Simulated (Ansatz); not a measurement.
## What isotropic strain +0.76 % does to Cu3N

Start from Cu$_{3}$N (space group Pm-3m, No. 221; a = 3.8270 Å).

Now apply this change: the cell is scaled by 1.0076 in all directions; the atoms relax in the strained cell.

Computed with PBE/PAW in Ansatz (a first-principles code), spin-orbit coupling left out. Settings: 9×9×9 k-points, 0.05 eV Fermi–Dirac smearing.

The volume per atom rises by 0.32 Å³ to 14.33 Å³ and the shortest interatomic distance increases by 0.015 Å, from 1.913 Å to 1.928 Å. The energy goes up by 2.6 meV/atom and the pressure drops by 2.50 GPa (-0.01 GPa → -2.51 GPa). The band gap increases by 0.073 eV to 0.30 eV and the gap character is still indirect, R → M. The smallest direct gap goes up by 0.065 eV (0.75 eV → 0.82 eV) and the mean gap deformation potential ΔEg/Δln V amounts to +3.2 eV. The width of the top valence band falls by 0.057 eV to 1.70 eV and the hole mass (degenerate bands, along [100]) changes from 0.14, 0.14, 2.1 mₑ (at R) to 0.15, 0.15, 2.1 mₑ (at R). The valley order (the lowest conduction-band minima on the path, energy above the VBM, named in the base's zone) changes from M along ⟨110⟩ 0.22 eV; Γ 0.97 eV; X along ⟨100⟩ 1.52 eV to M along ⟨110⟩ 0.30 eV; Γ 0.91 eV; X along ⟨100⟩ 1.46 eV.

Masses are band curvatures over ±0.01 Å⁻¹ around the edge. No phonon test of stability was made. All final runs are without spin polarisation. The zero or small gap of Cu3N can change with the level of theory.
